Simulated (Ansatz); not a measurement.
**How far PBE and PBEsol+U part for CoPtO2**

Take CoPtO₂ (space group R-3m, No. 166; a = 2.854 Å, c = 17.904 Å (hexagonal axes); non-magnetic) as the base.

(Cell as relaxed with PBE.)

Levels (all Ansatz, a first-principles code, PAW): PBE (420 eV, no spin-orbit coupling); Ansatz PBEsol+U (U_eff on d states: Co 3.32 eV), no spin-orbit coupling.

Each level relaxes its own structure.

```csv
quantity,PBE,PBEsol+U
volume per atom,10.52 Å³,___
lattice parameter a,2.854 Å,___
lattice parameter c,17.904 Å,___
band gap,zero,___
```

**Question.** What does PBEsol+U give?

**Answer.** 
- volume per atom, PBEsol+U: 10.11 Å³
- lattice parameter a, PBEsol+U: 2.812 Å
- lattice parameter c, PBEsol+U: 17.720 Å
- band gap, PBEsol+U: zero

PBE's volume per atom lies 0.41 Å³ above PBEsol+U's (4.1 %); PBE's lattice parameter a lies 0.042 Å above PBEsol+U's (1.5 %); PBE's lattice parameter c lies 0.184 Å above PBEsol+U's (1.0 %); the two agree on the band gap. Neither level is exact; PBEsol+U is the comparison here, not a measurement.

Stability against distortions was not tested. Seeded moments were not kept for the base. No Hubbard U is applied in the runs without +U and the magnetic state is the run's own (CoPtO2 non-magnetic); other magnetic orders, which need larger cells, were not tried and can change the gap. All final runs are without spin polarisation. An odd electron count without spin: CoPtO2. The U values are a database's picks, fitted on other projectors than the ortho-atomic ones used here.
